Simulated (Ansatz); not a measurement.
## Pressure series in Hf

The reference is Hf in the hcp (Mg type) structure (space group P6_3/mmc, No. 194).

Space group P6₃/mmc (No. 194); a = b = 3.2042 Å, c = 5.0691 Å, α = β = 90.00°, γ = 120.00°

```tsv
atom	site	symmetry	x	y	z
Hf	2d	-6m2	0.6667	0.3333	0.2500
```

Cell and atoms are relaxed at each pressure.

Levels (all Ansatz, a quantum-chemistry and plane-wave program, PAW): PBE (420 eV, no SOC); r2SCAN (500 eV, without spin-orbit coupling).

The base cell above is that of PBE; each level relaxes its own structures.

| case | volume per atom, PBE | volume per atom, r2SCAN |
|---|---|---|
| pressure −2 GPa | 22.98 Å³ | 22.77 Å³ |
| pressure −1 GPa | 22.75 Å³ | 22.56 Å³ |
| pressure 0.3 GPa | 22.47 Å³ | 22.29 Å³ |
| pressure 0.7 GPa | 22.39 Å³ | 22.21 Å³ |
| pressure 1.5 GPa | 22.23 Å³ | 22.06 Å³ |
| pressure 3 GPa | 21.94 Å³ | 21.78 Å³ |
| pressure 5 GPa | 21.58 Å³ | 21.43 Å³ |
| pressure 7.5 GPa | 21.16 Å³ | 21.02 Å³ |
| pressure 10 GPa | 20.78 Å³ | 20.65 Å³ |

PBE lies above r2SCAN in every row, by 0.13 Å³ to 0.20 Å³. They put the cases in the same order.

Load acts through the strain it causes; cell and atoms are relaxed under it. Whether these cells are dynamically stable was not tested. No other phases were tried under pressure. All final runs are without spin polarisation.
